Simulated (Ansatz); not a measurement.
WGe2N4 (model structure, started from the MoSi2N4 type, P6₃/mmc, No. 194, 14 atoms in the cell) was calculated with PBE+SOC in Ansatz (plane waves, PAW).

Input:

Ansatz 0.2 input:
```yaml
crystal:
  lattice:
    - [3.0047417592, 0.0, 0.0]
    - [-1.5023708796, 2.6021826953, 0.0]
    - [0.0, 0.0, 21.4626162185]
  atoms:
    - { symbol: W, position: [0.3333333333, 0.6666666667, 0.25] }
    - { symbol: W, position: [0.6666666667, 0.3333333333, 0.75] }
    - { symbol: N, position: [0.6666666667, 0.3333333333, 0.3066295262] }
    - { symbol: N, position: [0.3333333333, 0.6666666667, 0.8066295262] }
    - { symbol: N, position: [0.3333333333, 0.6666666667, 0.6933704738] }
    - { symbol: N, position: [0.6666666667, 0.3333333333, 0.1933704738] }
    - { symbol: Ge, position: [0.6666666667, 0.3333333333, 0.3935931407] }
    - { symbol: Ge, position: [0.3333333333, 0.6666666667, 0.8935931407] }
    - { symbol: Ge, position: [0.3333333333, 0.6666666667, 0.6064068593] }
    - { symbol: Ge, position: [0.6666666667, 0.3333333333, 0.1064068593] }
    - { symbol: N, position: [0.0, 0.0, 0.4223129123] }
    - { symbol: N, position: [0.0, 0.0, 0.9223129123] }
    - { symbol: N, position: [0.0, 0.0, 0.5776870877] }
    - { symbol: N, position: [0.0, 0.0, 0.0776870877] }
basis:
  ecutwfc: 520
  ecutrho_ratio: 4
  xc_grid: 2
kpoints:
  mp_grid: { grid: [12, 12, 2] }
  band_path: { path: [[0, 0, 0], [0.041667, 0, 0]], npoints: 1 }
hamiltonian:
  xc: pbe
  dispersion: none
  pseudopotentials: { kind: paw }
scf:
  occupations: { method: fermi_dirac, width: 0.01 }
  convergence: { dr2_threshold: 0.0000000014 }
output:
  forces: true
  stress: true
  eigenvalues: true
  write_bands: true
magnetization:
  noncollinear: true
  spin_orbit: true
```

**Question.** How many irreducible k-points, plane waves at Γ does the program set up, and what pressure does the run end with?

**Answer.** 38 irreducible k-points, 4579 plane waves at Γ; P = 3.64 GPa, so the cell is compressed on average and its volume would grow at this level.

The run printed, among other lines:

```
Crystal: 14 atoms, lattice volume = 167.814 Å³
Basis set: ecut = 520 eV, 4579 PW (Γ), exchange–correlation on 48×48×320 points (8 copies of the dense FFT grid, shifted against one another)
Bands: 152, of which v1, the nominal top of the filled ones, is band 124 counted from 1 (123 counted from 0)
Symmetry: 24 space group operations + 24 with time reversal
k-points: 38 of 288
Initial density: superposition of atomic densities (chi_scale 0.1, normalization cell, long waves kept (reshape's long-wave potential 0.72 eV rms))
Functional: x = pbe(κ = 0.804, μ = 0.2195149727645171), c = pbe(β = 0.06672455060314922)
spin=Noncollinear: Resta preconditioning applied to the charge; magnetization (m_x, m_y, m_z) channels mix plain (no charge-response kernel on spin).
SCF 1 converged in 12 iterations: F = -41074.085856 eV  dr2 = 6.20e-10
SCF converged after 12 iterations
Free energy (F): -41074.085856 eV
Internal energy: -41074.085856 eV  (E = F + TS)
E sigma→0 (E₀):  -41074.085856 eV
Fermi energy:    12.877114 eV
--- Forces (eV/Å), atoms counted from 1 ---
  atom   1  W     -0.00000000     0.00000000     0.00000000
  atom   2  W     -0.00000000    -0.00000000     0.00000000
  atom   3  N      0.00000000     0.00000000     0.00093174
  atom   4  N     -0.00000000    -0.00000000     0.00093174
  atom   5  N     -0.00000000    -0.00000000    -0.00093174
  atom   6  N      0.00000000     0.00000000    -0.00093174
  atom   7  Ge    -0.00000000     0.00000000     0.03440319
  atom   8  Ge     0.00000000    -0.00000000     0.03440319
  atom   9  Ge     0.00000000    -0.00000000    -0.03440319
  atom  10  Ge    -0.00000000     0.00000000    -0.03440319
  atom  11  N      0.00000000    -0.00000000     0.02374390
  atom  12  N      0.00000000     0.00000000     0.02374390
  atom  13  N     -0.00000000     0.00000000    -0.02374390
  atom  14  N     -0.00000000    -0.00000000    -0.02374390
--- Stress (GPa, compression-positive) ---
        3.677410       0.000000       0.000000
       -0.000000       3.677410       0.000000
        0.000000       0.000000       3.564731
  P = ⅓ Tr σ = 3.6399 GPa (36.399 kbar)
```

Note: the relaxation could raise the start's symmetry but not lower it, so the cell can be a saddle point. Note: cell and atoms aren't relaxed at this level (largest force component 0.03 eV/Å, pressure 3.6 GPa). Note: the cell has widely spaced layers and the level no dispersion term, so their spacing and the moduli can rest on weak binding.

A model structure was made by putting elements into a prototype or built by hand; it is no filed structure, need not be a known phase, and can be a saddle point held by its symmetry.

Ansatz is an electronic-structure program.
